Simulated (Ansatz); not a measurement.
Start from Tl in the hcp (Mg type) structure (space group P6_3/mmc, No. 194; a = 3.476 Å, c = 5.472 Å; relaxed with 0.1 eV smearing). Axes: x lies along a and z along c of the hexagonal cell.

Calculations: plane-wave PAW DFT at the PBEsol level (Ansatz, a program for electronic structure, 420 eV), without spin-orbit coupling.

Base values:

```
Item               Result
---------------  --------
Volume per atom  28.63 Å³
Pressure          0.0 GPa
```

Perturbation: biaxial strain −1.00 %, plane normal [001], relaxed out of plane (Cartesian); in-plane vectors clamped, the third vector and the atoms free.

Predict the new volume per atom and pressure.

The volume per atom drops by 0.244 Å³ (28.63 Å³ → 28.38 Å³); the pressure (mean of the normal stresses, compression positive) goes from zero to 0.3 GPa.

No phonon test of stability was made.
